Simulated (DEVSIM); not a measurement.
Structure: Pt/SiO2/p-GaAs capacitor, at 300 K.

```csv
layer (left to right),material,thickness (nm),Na (cm⁻³)
1,SiO2,9.40,-
2,GaAs,14000,2.2e15
```

Metal gate on the left, work function 5.6 eV. Fixed charge at the semiconductor interface 0 cm⁻² (in units of +e); no interface traps.

Constants are typed, rounded textbook-type inputs, not results; the design itself was drawn at random and stands for no fabricated device. Values at 300 K.

| parameter | SiO2 | GaAs |
|---|---|---|
| gap (eV) | 9 | 1.424 |
| affinity (eV) | 0.9 | 4.07 |
| permittivity | 3.9 | 12.9 |
| Nc (cm⁻³) | - | 4.7e17 |
| Nv (cm⁻³) | - | 9e18 |

Model (solved in DEVSIM): 1D Poisson equation in equilibrium, Boltzmann statistics, complete ionisation; no quantum confinement or tunnelling. Metal contacts follow the ideal Schottky-Mott rule: no Fermi-level pinning, no interface dipoles.

Q: Give the band bending (positive: bands bend down) and minority sheet density.

A: 
```csv
Vg (V),ψs (V),minority carriers (cm⁻²)
-0.6,-0.209,< 1e8
-0.3,-0.184,< 1e8
0,-0.139,< 1e8
0.3,-0.015,< 1e8
0.6,0.243,< 1e8
0.9,0.525,< 1e8
1.2,0.811,< 1e8
1.5,1.097,6.1e9
```
